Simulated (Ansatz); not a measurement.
A hypothetical phase is included: elements placed on a structure type, which no database files for this compound.

By PBEsol, the system below comes out a metal.

Without scattering a metal conducts by its projected Fermi surface.

```xyz
2
Lattice="3.8157 0.0000 0.0000 0.0000 3.8157 0.0000 1.9078 -1.9078 2.6981" Properties=species:S:1:pos:R:3 pbc="T T T"
Ru     1.9078     0.0000     1.3490
Ru     1.9078     1.9078     0.0000
```

The cell was relaxed by PBE-D3(BJ); by PBEsol it stands under a pressure of -0.5 GPa.

The current flows along the normal of the first two printed cell vectors, the (001) plane of the conventional cell. No spin-orbit coupling; the value is a mean over 0.1 eV about the Fermi level.

**Question.** State the ballistic conductance per area according to PBEsol run with Ansatz (a quantum-chemistry and plane-wave program).

**Answer.** 0.69 × 10¹⁵ S/m² for both spins.
